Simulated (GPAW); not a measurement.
Band structure of ScPd3 (Pm-3m, 4 atoms in the cell).

```
ScPd3
1.0
    3.98200     0.00000     0.00000
    0.00000     3.98200     0.00000
    0.00000     0.00000     3.98200
Pd Sc
3 1
Direct
  0.00000   0.50000   0.50000
  0.50000   0.00000   0.50000
  0.50000   0.50000   0.00000
  0.00000   0.00000   0.00000
```

Level of theory: PBEsol, GPAW PAW datasets PBEsol (made by gpaw-setup) (plane waves; GPAW 25.7.0).

Settings: mode = pw; ecut = 800 eV; xc = PBEsol; kpts = 5 5 5; mesh shift (steps) = 0 0 0; occupations.name = methfessel-paxton; occupations.width = 0.05 eV; occupations.order = 1; nbands = -10; convergence.density = 1e-05 e/electron; symmetry.symmorphic = false; symmetry.tolerance = 0.0005; maxiter = 100; bandpath_npoints = 50.

The starting cell comes from a database of published, mostly measured structures (it also holds non-ambient and calculated ones), without a prior relaxation at this level. Spin polarisation is off.

Levels in eV from the Fermi level, bands 26 to 33:
```csv
point,26,27,28,29,30,31,32,33
Γ,-0.20,0.24,0.24,0.24,3.17,3.17,3.44,3.44
X,-1.49,-1.37,-1.37,-0.64,0.24,1.97,1.97,2.55
M,-1.73,-1.73,-1.33,-1.19,-0.53,2.20,2.20,2.44
R,-0.10,-0.10,-0.10,1.03,1.24,1.24,1.24,2.67
```

Bands cross the Fermi level along this path, so the cell is metallic at this level.
